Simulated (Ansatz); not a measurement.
Start from HgS (space group P3_221, No. 154; made of chains).

```
CELL_PARAMETERS angstrom
      4.13867     0.00000     0.00000
     -2.06933     3.58419     0.00000
      0.00000     0.00000     9.40786
ATOMIC_POSITIONS crystal
  Hg 0.71009 0.00000 0.66667
  Hg 0.00000 0.71009 0.33333
  Hg 0.28991 0.28991 0.00000
  S  0.49985 0.00000 0.16667
  S  0.00000 0.49985 0.83333
  S  0.50015 0.50015 0.50000
```

Computed with PBEsol in Ansatz (plane waves to 420 eV, PAW, spin-orbit coupling left out).

Base values:

| Property | Result |
|---|---|
| Width of the top valence band | 0.97 eV |
| Gap character | indirect, k = (0, 0.111, 1/4) in the run's primitive reciprocal basis → Γ |
| Band gap | 1.23 eV |
| Lattice parameter a | 4.139 Å |

Perturbation: O takes the place of S on all its sites; the structure is relaxed again.

What does the calculation give for the width of the top valence band, gap character, band gap and lattice parameter a after the change?

The width of the top valence band decreases by 0.373 eV, from 0.97 eV to 0.59 eV; the gap character becomes indirect, A–L (38 % along) → K–Γ (87 % along) (base: indirect, k = (0, 0.111, 1/4) in the run's primitive reciprocal basis → Γ); the band gap goes up by 0.21 eV (1.23 eV → 1.44 eV); the lattice parameter a drops by 0.524 Å (4.139 Å → 3.615 Å).

With Hg present, leaving out spin-orbit coupling can change the band edges. Whether these cells are dynamically stable was not tested. For HgO in this form, whether it has been made was not checked. No dispersion term is included in the PBEsol runs.

Ansatz is a quantum-chemistry and plane-wave program.
